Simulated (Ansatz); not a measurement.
- Surface: single layer of GaS (symmetry P-6m2 as a slab, 4 atoms a cell)
- Vacuum level minus Kohn-Sham valence edge: 6.23 eV
- Vacuum level minus Kohn-Sham conduction edge: 3.86 eV
- Gap of the slab on its mesh: 2.37 eV
- Apparent barrier, filled states, bias minus 1.6 V: 6.5 eV (κ = 1.31 1/Å)
- Apparent barrier, filled states, bias minus 2.2 V: 6.7 eV (κ = 1.33 1/Å)
- Apparent barrier, empty states, bias plus 1.6 V: 4.6 eV (κ = 1.10 1/Å)
- Apparent barrier, empty states, bias plus 2.2 V: 4.0 eV (κ = 1.02 1/Å)

The numbers are results of PBE, Tersoff-Hamann images (plane waves, PAW; Ansatz, an electronic-structure program), not measurements.

The apparent barrier is ħ²κ²/2m, with κ from the fall of the mean window density between 3.5 and 5 Å; states of large in-plane momentum fall faster than their energy alone says. Mesh 18×18×1, no spin-orbit coupling, no spin polarisation; biases count from the run's Fermi level.
